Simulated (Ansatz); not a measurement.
In a free zigzag chain of Zn atoms, spin-degenerate bands cross the Fermi level 3 times between Γ and the zone edge.

Computed with PBE (plane waves to 420 eV, PAW; Ansatz, an electronic-structure program). Mesh 1×1×68. No spin polarisation, so a magnetic state wasn't tested. One-dimensional cell, images about 11 Å apart. A hypothetical model. It keeps the symmetry and period of its start, so it need not be a minimum against all distortions. Pairing along the axis, which can open a gap, is among the distortions not tried.

Task: What are the conductance and the two-terminal resistance of a perfect, endless piece?

Result: Each crossing on the half of the zone with k > 0 has a partner at −k, so it gives one mode in each direction. Counting spin there are 6 modes, each carrying e²/h = 38.74 μS. G = 6 × 38.74 = 232.4 μS and R = 1/G = 4.30 kΩ, whatever the length. Scattering by phonons, roughness and contacts can only raise R.
